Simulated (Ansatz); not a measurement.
Bi₂Te₃ (model structure, started from the A-La2O3 type, P-3m1, No. 164, 5 atoms in the cell) was calculated with r²SCAN (Ansatz, a first-principles code, plane waves, PAW).

Run with plane-wave cutoff 560 eV, 12×12×4 k mesh (along the axes of the cell as run), Fermi–Dirac smearing 0.01 eV, scalar-relativistic PAW data made under PBE.

Cell (relaxed with PBEsol):

```cif
data_Bi2Te3
_chemical_formula_sum 'Bi2 Te3'
_space_group_name_H-M_alt 'P-3m1'
_space_group_IT_number 164
_space_group_name_Hall '-P 3 2"'
_cell_length_a 4.35073
_cell_length_b 4.35073
_cell_length_c 10.55320
_cell_angle_alpha 90.000
_cell_angle_beta 90.000
_cell_angle_gamma 120.000
loop_
_atom_site_label
_atom_site_type_symbol
_atom_site_symmetry_multiplicity
_atom_site_Wyckoff_symbol
_atom_site_fract_x
_atom_site_fract_y
_atom_site_fract_z
_atom_site_occupancy
Bi1 Bi 2 d 0.33333 0.66667 0.19207 1
Te1 Te 1 a 0.00000 0.00000 0.00000 1
Te2 Te 2 d 0.66667 0.33333 0.35606 1
```

Q: Estimate the band gap that the calculation returns.

A: 
- band gap = 0.78 eV

Note: the relaxation could raise the start's symmetry but not lower it, so the cell can be a saddle point; cell and atoms aren't relaxed at this level (largest force component 0.09 eV/Å, pressure 1.8 GPa).

Spin–orbit coupling is not included; with these elements it can move the gap by several tenths of an eV or more.

The computed numbers hold no vibrational or temperature effects.

Computing time: very roughly 3 core-minutes.

A model structure was made by putting elements into a prototype or built by hand; it is no filed structure, need not be a known phase, and can be a saddle point held by its symmetry.
